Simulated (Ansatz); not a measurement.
Base system: Mg in the hcp (Mg type) structure (space group P6_3/mmc, No. 194; a = 3.175 Å, c = 5.163 Å; relaxed with 0.1 eV smearing). Axes: x lies along a and z along c of the hexagonal cell.

Computed with Ansatz (a quantum-chemistry and plane-wave program), PBEsol, PAW, cutoff 420 eV, no spin-orbit coupling.

For the base:

| Property | Value |
|---|---|
| Pressure | 0.0 GPa |

One thing is altered: uniaxial strain ε_xx = −3.00 %, all other strain components held at zero, atoms relaxed at fixed cell.

### Question
Predict the new pressure and largest internal atomic displacement.

### Answer
The pressure (mean of the normal stresses, compression positive) goes from zero to 1.2 GPa; the largest internal atomic displacement amounts to 0.018 Å.

Stability against distortions was not tested.
